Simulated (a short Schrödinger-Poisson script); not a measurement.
Stack: MOS inversion layer, Si3N4 on p-type GaAs, at 400 K.

```csv
layer,material,thickness (nm),Na (cm⁻³)
1,Si3N4,5.5,-
2,GaAs,1200,1.8e17
```

Constants are typed, rounded textbook-type inputs, not results; the design itself was drawn at random and stands for no fabricated device. Si3N4: permittivity 7.5, conduction-band edge (eV) 1.97, gap (eV) 5.1, electron mass (mₑ) 0.5. GaAs: permittivity 12.9, conduction-band edge (eV) 0, gap (eV) 1.424, Nv at 300 K (cm⁻³) 9e18.

Channel valleys (confinement mass, in-plane density-of-states mass, number): Γ 0.067, 0.067, 1. At the gate the conduction-band edge of layer 1 lies 2.13 eV − eVg above the Fermi level of the channel; the field vanishes at the back. Gaps are held at their typed values at every temperature. Mesh 0.03 nm at interfaces.

From a short Schrödinger-Poisson script (our own, NumPy): 1D Poisson equation in equilibrium, electrons quantum, Hartree (BenDaniel-Duke, 12 states a valley, the channel's in-plane mass for all, wave functions ending at the dielectric), parabolic valleys, classical holes, full ionisation, no traps, pinning or gate leakage.

The same stack at other levels of the model or other numerical settings:

```json
[
 {"run": "base", "sheet density of all electrons at Vg = 1.9 V (cm⁻²)": "6.51e12", "sheet density of all electrons at Vg = 0.7 V (cm⁻²)": "6.77e11", "capacitance at Vg = 1.9 V (μF/cm²)": "0.841", "centroid of the channel electrons at Vg = 1.9 V (nm)": "3.76", "rough cost against the base": "about 1"},
 {"run": "electrons treated as classical, Boltzmann", "sheet density of all electrons at Vg = 1.9 V (cm⁻²)": "?", "sheet density of all electrons at Vg = 0.7 V (cm⁻²)": "1.42e12", "capacitance at Vg = 1.9 V (μF/cm²)": "1.15", "centroid of the channel electrons at Vg = 1.9 V (nm)": "?", "rough cost against the base": "0.07"},
 {"run": "electrons treated as classical, Fermi-Dirac", "sheet density of all electrons at Vg = 1.9 V (cm⁻²)": "7.36e12", "sheet density of all electrons at Vg = 0.7 V (cm⁻²)": "1.07e12", "capacitance at Vg = 1.9 V (μF/cm²)": "0.894", "centroid of the channel electrons at Vg = 1.9 V (nm)": "2.47", "rough cost against the base": "0.4"},
 {"run": "electrons treated as quantum, Hartree plus LDA exchange-correlation", "sheet density of all electrons at Vg = 1.9 V (cm⁻²)": "6.65e12", "sheet density of all electrons at Vg = 0.7 V (cm⁻²)": "7.31e11", "capacitance at Vg = 1.9 V (μF/cm²)": "0.847", "centroid of the channel electrons at Vg = 1.9 V (nm)": "?", "rough cost against the base": "2"},
 {"run": "mesh six times as coarse", "sheet density of all electrons at Vg = 1.9 V (cm⁻²)": "6.51e12", "sheet density of all electrons at Vg = 0.7 V (cm⁻²)": "6.77e11", "capacitance at Vg = 1.9 V (μF/cm²)": "0.841", "centroid of the channel electrons at Vg = 1.9 V (nm)": "3.76", "rough cost against the base": "0.3"},
 {"run": "one subband a valley", "sheet density of all electrons at Vg = 1.9 V (cm⁻²)": "6.33e12", "sheet density of all electrons at Vg = 0.7 V (cm⁻²)": "6.70e11", "capacitance at Vg = 1.9 V (μF/cm²)": "0.806", "centroid of the channel electrons at Vg = 1.9 V (nm)": "3.32", "rough cost against the base": "about 1"}
]
```

Problem. Complete the blanks.

Solution. 
- electrons treated as quantum, Hartree plus LDA exchange-correlation, centroid of the channel electrons at Vg = 1.9 V (nm): 3.69
- electrons treated as classical, Boltzmann, centroid of the channel electrons at Vg = 1.9 V (nm): 0.67
- electrons treated as classical, Boltzmann, sheet density of all electrons at Vg = 1.9 V (cm⁻²): 9.68e12

The classical rows ignore confinement, and Boltzmann statistics overrate the density once the band edge passes the Fermi level.

Above a few 1e12 electrons/cm² a light Γ valley is non-parabolic and upper valleys begin to fill, which the model leaves out.
